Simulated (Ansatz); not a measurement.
CsCl-type GdRh, treated with PBEsol (plane waves, PAW; Ansatz, a program for electronic structure).

Numerical settings: plane-wave cutoff 500 eV, 16×16×16 k mesh, Fermi–Dirac smearing 0.1 eV, spin-polarised start, scalar-relativistic PAW data made under PBE.

Computed at the level's own relaxed cell.

**Question.** Predict the equilibrium volume per atom and lattice parameter a.

**Answer.** 
- equilibrium volume per atom: 19.74 Å³/atom
- lattice parameter a: 3.405 Å

The run finds no gap.

Note: the magnetic order was assumed, not searched for or taken from measurement; the 4f shell is treated without U or exact exchange, so its levels and filling can be wrong.

Spin–orbit coupling is not included.

Computed values are for the static lattice.

The result took about 2.3 core-minutes (a rough figure).
